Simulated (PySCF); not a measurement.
PySCF 2.14.0, TPSSH/def2-svp, df: F[Si](F)(F)/C=C/[Si](Cl)(Cl)Cl, 12 atoms. The geometry is a generated start, not checked to be a minimum at this level.

- task: energy
- method: tpssh
- basis: def2-svp
- two-electron scheme: density fitting
- mol.max_memory: 3000 MB
- mf.max_cycle: 100
- mf.conv_tol: 1e-09 (default)
- mf.grids.level: 3 (default)
- basis functions: 170
- grid points: 185640

```xyz
12

Si     2.2931     0.0470    -0.3504
F      2.9884     1.3231    -0.9799
F      3.0073    -1.1660    -1.0777
F      2.7915     0.0052     1.1530
C      0.4380     0.0133    -0.5033
C     -0.4087    -0.0062     0.5282
Si    -2.2916    -0.0470     0.3517
Cl    -3.1154    -0.1129     2.1893
Cl    -2.8994     1.6132    -0.6243
Cl    -2.8291    -1.6762    -0.7127
H      0.0283     0.0019    -1.5055
H     -0.0026     0.0046     1.5315
```

With the defaults (mf.init_guess = minao, mf.DIIS = CDIIS, mf.diis = true, mf.diis_damp = 0, mf.diis_space = 8, mf.damp = 0, mf.diis_start_cycle = 1, mf.level_shift = 0) it converges in 13 Fock builds. One run each on 2 threads, 1 BLAS thread, with these changes:
- mf.init_guess = 1e
- mf.DIIS = EDIIS
- mf.damp = 0.7, mf.diis_start_cycle = 8
- mf.level_shift = 0.1 Hartree
- mf.diis_space = 12
- mf.diis_space = 5
- mf.diis = false
- mf.init_guess = huckel
- mf.diis_damp = 0.3

Q: Name the settings that don't reach the solution of the defaults.

A: No convergence: mf.init_guess = 1e; mf.DIIS = EDIIS; mf.diis = false (the run ends without SCF convergence in 100 cycles). The rest reach the solution of the defaults.

```json
[
 {"setting": "mf.diis_damp = 0.3", "Fock builds": "12", "end": "same solution"},
 {"setting": "mf.level_shift = 0.1 Hartree", "Fock builds": "12", "end": "same solution"},
 {"setting": "the defaults", "Fock builds": "13", "end": "same solution"},
 {"setting": "mf.diis_space = 12", "Fock builds": "13", "end": "same solution"},
 {"setting": "mf.diis_space = 5", "Fock builds": "13", "end": "same solution"},
 {"setting": "mf.damp = 0.7, mf.diis_start_cycle = 8", "Fock builds": "15", "end": "same solution"},
 {"setting": "mf.init_guess = huckel", "Fock builds": "19", "end": "same solution"},
 {"setting": "mf.init_guess = 1e", "Fock builds": "101", "end": "no convergence"},
 {"setting": "mf.DIIS = EDIIS", "Fock builds": "101", "end": "no convergence"},
 {"setting": "mf.diis = false", "Fock builds": "101", "end": "no convergence"}
]
```
